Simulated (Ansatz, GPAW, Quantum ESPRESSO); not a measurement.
NbNi6Mo (P1, 8 atoms in the cell) computed with different codes at matched settings

Self-consistent single point, at a second geometry (atoms moved at random). First geometry:

```
CELL_PARAMETERS angstrom
      4.22503     0.00000     0.00000
      0.00000     5.04108     0.00000
      0.00000     0.00000     4.48044
ATOMIC_POSITIONS crystal
  Nb 0.00000 0.00000 0.65388
  Ni 0.00000 0.50000 0.66836
  Ni 0.50000 0.00000 0.31901
  Ni 0.50000 0.74499 0.84385
  Ni 0.50000 0.25501 0.84385
  Ni 0.00000 0.74367 0.16058
  Ni 0.00000 0.25633 0.16058
  Mo 0.50000 0.50000 0.34988
```

Second geometry:
```
NbNi6Mo
1.0
    4.22503     0.00000     0.00000
    0.00000     5.04108     0.00000
    0.00000     0.00000     4.48044
Nb Ni Mo
1 6 1
Direct
  0.99218   0.00443   0.65253
  0.98538   0.50227   0.68036
  0.50830   0.00012   0.32090
  0.49366   0.73980   0.83441
  0.49213   0.25910   0.83736
  0.01237   0.74300   0.16486
  0.00007   0.25360   0.17098
  0.51591   0.49769   0.33858
```

Shared settings, as Ansatz (an electronic-structure program) writes them: kpoints.mp_grid.grid = 4 3 4; scf.occupations.method = gaussian; scf.occupations.width = 0.05 eV. Potentials and cutoffs stand in the table.

```csv
code,model,ΔF from the first geometry (meV/atom),pressure (GPa),largest force (eV/Å),cutoff
GPAW,"PBEsol, GPAW PAW datasets PBEsol (made by gpaw-setup)",14.2,-3.12,0.862,850 eV
Ansatz,"PBEsol, PAW files made with PBE",13.7,-4.75,0.822,420 eV
Quantum ESPRESSO,"PBEsol, PSlibrary PAW (PBE) pseudopotentials",13.9,-4.64,0.839,55 Ry
```

Size of the force on each atom (eV/Å): Sizes of forces hide their directions.

```tsv
code	Nb1	Ni2	Ni3	Ni4	Ni5	Ni6	Ni7	Mo8
GPAW	0.588	0.696	0.459	0.588	0.501	0.245	0.427	0.862
Ansatz	0.545	0.660	0.439	0.542	0.459	0.228	0.401	0.822
Quantum ESPRESSO	0.565	0.674	0.452	0.557	0.471	0.234	0.416	0.839
```

On Ansatz's run: spin polarisation is off.

The spread over the programs that give each value: ΔF from the first geometry within 0.5 meV/atom; pressure within 1.63 GPa; largest force within 0.040 eV/Å.

Ansatz's pressure is given at a fixed set of plane waves, as the other plane-wave codes print theirs; with its correction for the finite basis it is -4.69 GPa. In the pressure, GPAW (by 1.52) lies more than 1 GPa from the median of the plane-wave programs.

The shared mesh is coarse (it stands for a supercell whose shortest vector is 15 Å), so the values are not converged in it.

The starting cell comes from a database of computed structures (which also holds hypothetical and non-ambient phases and stackings), without a prior relaxation at this level. Its lattice was rescaled by a random factor within 2.5 % of one. For this run, on top of that: atoms moved at random.

Left out of this page: CP2K (unsound by tests on forces, stress, charge or solver warnings).

Keys are those of Ansatz 0.2.
